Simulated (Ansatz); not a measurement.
Consider Mg2Ge in the anti-fluorite structure (space group Fm-3m, No. 225; a = 6.364 Å). Axes: x, y, z lie along the cube axes.

Calculations: plane-wave PAW DFT at the PBEsol level (Ansatz, a program for electronic structure, 420 eV), no spin-orbit coupling.

Strains are applied to the cell and any free atomic positions relax; under biaxial strain the out-of-plane vector relaxes too.

One change was made to it. Results:

The energy increases by 7.0 meV/atom; the band gap goes from 0.08 eV to zero; the pressure (mean of the normal stresses, compression positive) goes from zero to 1.8 GPa; the volume per atom drops by 0.677 Å³, from 21.48 Å³ to 20.81 Å³.

Name the change that was made.
A. biaxial strain +3.00 %, plane normal [001], relaxed out of plane
B. biaxial strain −2.50 %, plane normal [001], relaxed out of plane
C. biaxial strain −3.00 %, plane normal [001], relaxed out of plane
D. biaxial strain −2.00 %, plane normal [001], relaxed out of plane

D, biaxial strain −2.00 %, plane normal [001], relaxed out of plane. For comparison, the energy relative to the base in the other runs: biaxial strain +3.00 %, plane normal [001], relaxed out of plane gives +14 meV/atom; biaxial strain −2.50 %, plane normal [001], relaxed out of plane gives +11 meV/atom; biaxial strain −3.00 %, plane normal [001], relaxed out of plane gives +16 meV/atom.

No phonon test of stability was made. All final runs are without spin polarisation. A zero or small gap of Mg2Ge can be the functional's error rather than a property of the material.
